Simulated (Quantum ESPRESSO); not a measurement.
Variants of one calculation on Ta₂O₅ (Pbam, 14 atoms in the cell)

```
CELL_PARAMETERS angstrom
      5.99826     0.00000     0.00000
      0.00000    10.40700     0.00000
      0.00000     0.00000     3.68188
ATOMIC_POSITIONS crystal
  Ta 0.21269 0.86166 0.50000
  Ta 0.78731 0.13834 0.50000
  Ta 0.71269 0.63834 0.50000
  Ta 0.28731 0.36166 0.50000
  O  0.28652 0.90158 0.00000
  O  0.71348 0.09842 0.00000
  O  0.78652 0.59842 0.00000
  O  0.21348 0.40158 0.00000
  O  0.52714 0.77834 0.50000
  O  0.47286 0.22166 0.50000
  O  0.02714 0.72166 0.50000
  O  0.97286 0.27834 0.50000
  O  0.00000 0.00000 0.50000
  O  0.50000 0.50000 0.50000
```

Base run A: PBEsol, GBRV 1.5 ultrasoft (PBESOL) pseudopotentials (Quantum ESPRESSO), self-consistent single point.

Its settings: ecutwfc = 40 Ry; ecutrho = 320 Ry; occupations = fixed; potentials = {Ta: ta_pbesol_v1.uspp.F.UPF, O: o_pbesol_v1.2.uspp.F.UPF}; K_POINTS = automatic 4 3 6 0 0 0; nbnd = 60; conv_thr = 1e-10 Ry.

The starting cell comes from a database of computed structures (which also holds hypothetical and non-ambient phases and stackings), without a prior relaxation at this level. Spin-orbit coupling is off. In the base run, with a pressure of about -5 GPa the cell is away from its equilibrium volume at this level.

ΔF is the free energy per atom less that of run A. A dash stands where there is no value to compare (another energy zero or no entropy term, no result, no spin, no clean gap, or a mesh too coarse for one). Absolute energies have different zeros for different potentials, functionals, Hubbard and dispersion terms and are not compared across them.

Run A gave: pressure (GPa) -4.98; largest force (eV/Å) 0.313; gap on the mesh (eV) 2.776; k-points 24.

Runs:
- B: conv_thr: 1e-10 Ry → 0.00073 Ry
- C: nbnd: 60 → 58
- D: K_POINTS: automatic 4 3 6 0 0 0 → automatic 3 2 5 0 0 0
- E: occupations: fixed → smearing; nbnd: 60 → default; smearing: default → gaussian; degauss: default → 0.058799 Ry
- F: vdw_corr: default → grimme-d3; dftd3_version: default → 4; dftd3_threebody: default → false [PBEsol-D3(BJ)]
- G: nosym: default → true
- H: ecutwfc: 40 Ry → 24 Ry; ecutrho: 320 Ry → 192 Ry
- I: diagonalization: default → cg
- J: conv_thr: 1e-10 Ry → 1e-07 Ry
- K: use_all_frac: default → true

What does run D change against A?

The free energy hardly moves (within 1 meV/atom), the pressure moves little (-4.98 to -4.99 GPa), the largest force hardly changes (0.313 to 0.312 eV/Å) and the gap on the mesh goes from 2.776 to 2.816 eV.

What does run B change against A?

The free energy is nearly the same (within 1 meV/atom), the pressure goes from -4.98 to -4.83 GPa, the largest force goes from 0.313 to 0.334 eV/Å and the gap on the mesh goes from 2.776 to 2.790 eV.

What does run H change against A?

The free energy rises by 742 meV/atom, the pressure goes from -4.98 to -39.89 GPa, the largest force goes from 0.313 to 0.354 eV/Å and the gap on the mesh goes from 2.776 to 2.736 eV.

| run | ΔF (meV/atom) | pressure (GPa) | largest force (eV/Å) | gap on the mesh (eV) | k-points |
|---|---|---|---|---|---|
| A | 0.00 | -4.98 | 0.313 | 2.776 | 24 |
| B | 0.05 | -4.83 | 0.334 | 2.790 | 24 |
| C | 0.00 | -4.98 | 0.313 | 2.776 | 24 |
| D | 0.02 | -4.99 | 0.312 | 2.816 | 12 |
| E | -0.10 | -4.97 | 0.312 | 2.778 | 24 |
| F | – | -6.33 | 0.312 | 2.776 | 24 |
| G | 0.00 | -4.98 | 0.313 | 2.776 | 38 |
| H | 742.1 | -39.89 | 0.354 | 2.736 | 24 |
| I | 0.00 | -4.98 | 0.313 | 2.776 | 24 |
| J | 0.00 | -4.97 | 0.313 | 2.776 | 24 |
| K | 0.00 | -4.98 | 0.313 | 2.776 | 24 |
